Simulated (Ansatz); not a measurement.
# MgSe, pressure series

Consider MgSe in the rock salt structure (space group Fm-3m, No. 225).

```xyz
2
Lattice="0.0000 2.7248 2.7248 2.7248 0.0000 2.7248 2.7248 2.7248 0.0000" Properties=species:S:1:pos:R:3 pbc="T T T"
Mg     0.0000     0.0000     0.0000
Se     2.7248     2.7248     2.7248
```

Cell and atoms are relaxed at each pressure.

Calculations: DFT with PBEsol, PAW potentials and a 420 eV plane-wave cutoff in Ansatz (an electronic-structure program), no spin-orbit coupling.

| change | width of the top valence band | band gap | smallest direct gap | lattice parameter a |
|---|---|---|---|---|
| base | 2.57 eV | 1.78 eV | 2.50 eV | 5.450 Å |
| pressure −2 GPa | 2.47 eV | 1.72 eV | 2.29 eV | 5.510 Å |
| pressure −1 GPa | 2.52 eV | 1.75 eV | [?] | 5.479 Å |
| pressure 0.9 GPa | 2.61 eV | 1.80 eV | 2.59 eV | 5.425 Å |
| pressure 2.1 GPa | 2.67 eV | 1.82 eV | 2.71 eV | [?] |
| pressure 4.5 GPa | 2.76 eV | 1.87 eV | 2.93 eV | 5.339 Å |
| pressure 9 GPa | 2.93 eV | 1.95 eV | 3.30 eV | 5.252 Å |
| pressure 15 GPa | 3.12 eV | 2.03 eV | 3.74 eV | 5.158 Å |
| pressure 22.5 GPa | 3.33 eV | 2.11 eV | 4.22 eV | [?] |
| pressure 30 GPa | 3.52 eV | 2.18 eV | 4.66 eV | 4.985 Å |

Question: Fill in the withheld entries from the trend.

Answer: 
- pressure −1 GPa, smallest direct gap: 2.40 eV
- pressure 2.1 GPa, lattice parameter a: 5.395 Å
- pressure 22.5 GPa, lattice parameter a: 5.063 Å

Load acts through the strain it causes; cell and atoms are relaxed under it. Stability against distortions was not tested. No other phases were tried under pressure.
